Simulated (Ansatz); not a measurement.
Consider Ta in the bcc (W type) structure (space group Im-3m, No. 229; relaxed with 0.1 eV smearing).

```
Ta
1.0
   -1.62703     1.62703     1.62703
    1.62703    -1.62703     1.62703
    1.62703     1.62703    -1.62703
Ta
1
Cartesian
  0.00000   0.00000   0.00000
```

All numbers come from DFT with LDA, PAW potentials and a 420 eV plane-wave cutoff in Ansatz (a program for electronic structure), no spin-orbit coupling.

Base values:

| Property | Value |
|---|---|
| Pressure | 0.0 GPa |

Modification: every lattice vector is stretched by 1.50 %, atoms relaxed at fixed cell.

Problem. Estimate the effect on the energy relative to the base and pressure.

Solution. The energy grows by 23 meV/atom; the pressure goes from zero to -8.9 GPa.

The cells carry an imposed strain or load. Stability against distortions was not tested. The final runs are not spin-polarised.
